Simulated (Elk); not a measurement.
Worked example: self-consistent single point of Sc (P6_3/mmc, 4 atoms in the cell) in Elk.

Level of theory: PBE, all-electron FP-LAPW, Elk's shipped species files, APW+lo basis with extra local orbitals (Elk).

The change in words: lattice scaled by 0.98. Reference geometry:
```
Sc
1.0
    3.22198     0.00000     0.00000
   -1.61099     2.79031     0.00000
    0.00000     0.00000    10.36672
Sc
4
Direct
  0.00000   0.00000   0.00000
  0.00000   0.00000   0.50000
  0.33333   0.66667   0.25000
  0.66667   0.33333   0.75000
```

Reference input (self-consistent single point, DFT, PBE, all-electron FP-LAPW, Elk's shipped species files, APW+lo basis with extra local orbitals): xctype = 20; rgkmax = 7.5; swidth = 0.00367493 Ha; ngridk = 8 8 3; gmaxvr = 16 1/bohr; nxlo = 2; lorbcnd = true; lmaxi = 2; maxscl = 100. This run's input differs from it in these lines:

```diff
@@ -28,5 +28,5 @@
 avec
-    6.0886490208   -0.0000001685    0.0000000000
-   -3.0443243644    5.2729248110    0.0000000000
-    0.0000000000    0.0000000000   19.5902672799
+    5.9668767528   -0.0000005931    0.0000000000
+   -2.9834378628    5.1674671457    0.0000000000
+    0.0000000000    0.0000000000   19.1984628035
```

Output, abridged:

```
│ Self-consistent loop started │
│ Loop number : 1 │
 total energy                :     -3058.43143328
│ Loop number : 2 │
 total energy                :     -3058.47357843
RMS change in Kohn-Sham potential (target) :   0.3200447004     (  0.1000000000E-05)
Absolute change in total energy (target)   :   0.4214515243E-01 (  0.1000000000E-03)
│ Loop number : 3 │
 total energy                :     -3058.35569982
RMS change in Kohn-Sham potential (target) :   0.2573925330     (  0.1000000000E-05)
Absolute change in total energy (target)   :   0.1073423248     (  0.1000000000E-03)
│ Loop number : 4 │
   [... lines left out ...]
Absolute change in total energy (target)   :   0.8349486611E-03 (  0.1000000000E-03)
│ Loop number : 13 │
 total energy                :     -3057.08292954
RMS change in Kohn-Sham potential (target) :   0.3456459203E-06 (  0.1000000000E-05)
Absolute change in total energy (target)   :   0.2582140432E-03 (  0.1000000000E-03)
│ Loop number : 14 │
 total energy                :     -3057.08291061
RMS change in Kohn-Sham potential (target) :   0.9673622191E-07 (  0.1000000000E-05)
Absolute change in total energy (target)   :   0.8347727544E-04 (  0.1000000000E-03)
Convergence targets achieved

│ Loop number : 15 │

Energies :
 Fermi                       :     0.245045781390
 total energy                :     -3057.08290156

Density of states at Fermi energy :    180.8853408
 (states/Hartree/unit cell)

Estimated indirect band gap :   0.3854707342E-03
 from k-point      4 to k-point     13
Estimated direct band gap   :   0.1636397004E-02
 at k-point     19

Charges :
 core                        :    40.00000000
 valence                     :    44.00000000
 interstitial                :    7.213262069
 muffin-tins (core leakage)
  species :    1 (Sc)
   atom    1                 :    19.19787686     (  0.3288777251E-08)
   atom    2                 :    19.19787686     (  0.3288777251E-08)
   atom    3                 :    19.19549211     (  0.3368748835E-08)
   atom    4                 :    19.19549211     (  0.3368748835E-08)
 total in muffin-tins        :    76.78673793
 total calculated charge     :    84.02264386
 total charge                :    84.00000000
 error                       :   0.2264385604E-01

│ Self-consistent loop stopped │
```

The run converged in 15 iterations. The count includes the last loop, which Elk runs after its targets are met. Against the reference run the free energy goes up by 50.6 meV/atom.

The starting cell was generated: these elements placed on a structure prototype, without a prior relaxation; it need not be a known phase or ordering of this composition. Its lattice was rescaled by a random factor within 2.5 % of one. For this run, on top of that: lattice scaled by 0.98. Values depend on the basis (sphere radii, cutoffs, local orbitals), which need not be converged. The log's line on a gap gives a spacing of levels on this mesh, which the program prints for metals too.

Cost on one core of a shared machine: roughly 50 s.
